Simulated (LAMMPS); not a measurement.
LAMMPS 22 Jul 2025, classical MD, EAM (Finnis-Sinclair form) (Al_mm.eam.fs): Al, 5324 atoms.

- task: MD, nve
- potential: EAM (Finnis-Sinclair form), Al_mm.eam.fs
- copies of the repeat unit: 11×11×11
- shape (slab and sphere leave vacuum in the box): bulk
- neighbor skin: 2 Å
- neigh_modify: every 1 delay 0 check yes
- newton: on (default)
- atom_modify sort (bins of 2 Å where set): 1000 (default)
- comm_style: brick (default)
- box: 44.5 × 44.5 × 44.5 Å
- start: generated fcc lattice, warmed in an untimed run

All runs start from one configuration, warmed at this fixed volume for 1000 steps under a thermostat at 100 K. The run at the shortest step has a mean temperature of 101 K and a mean pressure of 0.4 GPa.

Each run covers about 2.0 ps at constant energy (mean temperature 101 K at the shortest step); σ is the standard deviation over the printed steps. Each setting ran once; only counts and results are compared.

Steps tried: 0.5 fs, 1 fs, 2 fs, 2.5 fs, 4 fs, 5 fs, 8 fs, 10 fs, 16 fs, 20 fs, 32 fs.

### Question
Choose the longest time step that keeps σ(total energy)/σ(kinetic energy) under 10 %.

### Answer
10 fs. The run fails or blows up at 32 fs.

```tsv
time step	σ(E total)/σ(E kinetic)	last minus first total energy (meV/atom)	mean temperature (K)
0.5 fs	0.00012	under 0.001	101
1 fs	0.00048	under 0.001	101
2 fs	0.0017	under 0.001	101
2.5 fs	0.0027	under 0.001	101
4 fs	0.0070	+0.0011	101
5 fs	0.011	+0.0018	101
8 fs	0.030	+0.0088	99.8
10 fs	0.050	+0.018	99.2
16 fs	0.16	+0.10	96.3
20 fs	0.29	+0.25	93.8
32 fs	stops: Lost atoms	—	—
```

The bar is a choice.
